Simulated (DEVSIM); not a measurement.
## CdTe n-i-p diode

Structure: CdTe n-i-p diode, at 300 K.

```tsv
layer (left to right)	material	thickness (μm)	Nd (cm⁻³)	Na (cm⁻³)	τn (s)	τp (s)
1	CdTe	0.190	1.8e17	-	1.3e-8	1.3e-8
2	CdTe	19.0	-	2.3e11	1.3e-8	1.3e-8
3	CdTe	0.550	-	8.2e17	1.3e-8	1.3e-8
```

Left contact: ohmic. Right contact: ohmic. Voltage is applied to the left contact. Recombination: SRH at mid-gap, radiative. Mobility is constant in doping.

The device is made up for the run: typed textbook-type constants, with dimensions and the other settings drawn at random. Values at 300 K.

| parameter | CdTe |
|---|---|
| gap (eV) | 1.5 |
| affinity (eV) | 4.28 |
| permittivity | 10.2 |
| Nc (cm⁻³) | 8e17 |
| Nv (cm⁻³) | 1.8e19 |
| μn (cm²/Vs) | 1000 |
| μp (cm²/Vs) | 80 |
| B (cm³/s) | 1e-10 |

DEVSIM, 1D drift-diffusion, Boltzmann statistics, complete ionisation; no tunnelling, impact ionisation, image-force lowering or self-heating.

| Quantity | Result |
|---|---|
| Potential step across the device at zero bias | 1.382 V |
| Dark forward voltage at 1 A/cm² | 1.328 V |
| Dark forward voltage at 100 A/cm² | 1.832 V |

Dark reverse current:

```json
[
 {"V (V)": "0.40", "J (A/cm²)": "3.1e-9"},
 {"V (V)": "1.00", "J (A/cm²)": "5.1e-9"},
 {"V (V)": "2.00", "J (A/cm²)": "6.8e-9"},
 {"V (V)": "3.00", "J (A/cm²)": "7.7e-9"},
 {"V (V)": "4.00", "J (A/cm²)": "8.2e-9"},
 {"V (V)": "6.00", "J (A/cm²)": "8.9e-9"},
 {"V (V)": "8.00", "J (A/cm²)": "9.4e-9"},
 {"V (V)": "10.00", "J (A/cm²)": "9.7e-9"},
 {"V (V)": "13.00", "J (A/cm²)": "9.9e-9"},
 {"V (V)": "16.00", "J (A/cm²)": "1.0e-8"},
 {"V (V)": "20.00", "J (A/cm²)": "1.0e-8"}
]
```

Dark forward current:

(V (V), J (A/cm²)): (-0.05, -1.6e-9); (-0.20, -5.0e-8); (-0.35, -1.1e-6); (-0.50, -2.5e-5); (-0.65, -0.00053); (-0.80, -0.0061); (-0.95, -0.032); (-1.05, -0.079); (-1.20, -0.29); (-1.35, -1.3); (-1.50, -7.0); (-1.65, -31); (-1.80, -84); (-1.95, -170)
